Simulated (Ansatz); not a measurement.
Spacing of the highest filled and lowest empty level at the zone centre in eight small model glasses of hand-chosen composition and density, fast-quenched (anions pushed apart in CHGNet runs), each at its PBE geometry, by PBE and by r2SCAN (Ansatz, a quantum-chemistry and plane-wave program, plane waves, PAW). The cells are the first eight to finish that balance their formal charges, show no moments and no lower geometry on charging where those were tested, and have a gap at both levels; defect levels can set the spacings.

| cell | quench by | pressure (GPa) | levels at the gap | PBE (eV) | experiment, tabulated (eV) |
|---|---|---|---|---|---|
| Al28O44Ge | CHGNet | 0.0 | localised at the filled edge | 3.32 | - |
| In9Ga9Zn9O37K2 | CHGNet | 0.7 | localised at the filled edge | 0.96 | - |
| Ga24O37Be | CHGNet | 3.4 | localised at the filled edge | 1.92 | - |
| Si30N42Ca3 | CHGNet | 5.5 | localised at the filled edge | 2.52 | - |
| Al28O45W | CHGNet | -0.4 | localised at both edges | 2.65 | - |
| Ga24O39W | CHGNet | -1.0 | localised at the filled edge | 1.68 | - |
| Ga24O41Ta2 | CHGNet | 1.6 | localised at the filled edge | 1.94 | - |
| Zr20O42Ti | CHGNet | 0.0 | spread | 3.48 | - |

What does r2SCAN give, and how does it move these values against PBE?

Al28O44Ge 3.97, In9Ga9Zn9O37K2 1.41, Ga24O37Be 2.43, Si30N42Ca3 2.97, Al28O45W 2.96, Ga24O39W 2.24, Ga24O41Ta2 2.49, Zr20O42Ti 3.93 eV. It raises them by +0.31 to +0.65 eV, +0.49 eV on average. A straight line through the eight gives r2SCAN = 1.01 × PBE +0.47 eV, with a scatter of 0.09 eV.
